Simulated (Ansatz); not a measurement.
The reference is PbSe in the rock salt structure (space group Fm-3m, No. 225; a = 6.178 Å).

Method: r2SCAN in Ansatz (plane waves to 500 eV, PAW, without spin-orbit coupling), earlier PAW set.

Before the change:

| Item | Value |
|---|---|
| Gap between the host's bands | 0.67 eV |
| Gap character | direct at L |

One thing is altered: hole doping at 1.0×10^21 cm⁻³ (0.0589 per cell), with a uniform compensating background at fixed cell and a 300 K Fermi–Dirac width.

**Question.** How does this affect the gap between the host's bands?

**Answer.** The gap between the host's bands increases by 0.023 eV (0.67 eV → 0.70 eV).

**Question.** How does this affect the gap character?

**Answer.** The gap character stays direct at L.

**Question.** Predict the new Fermi level from band edge.

**Answer.** The Fermi level relative to the doped band's edge (positive inside the band; to 0.05 eV) is +0.40 eV.

Charged cell with a jellium background: band edges are those of the host's band count, energies are not comparable with the neutral cell, and many-body gap narrowing is missing. Spin-orbit coupling, missing from the scalar runs, can matter with Pb. Stability against distortions was not tested.

Ansatz is an electronic-structure program.
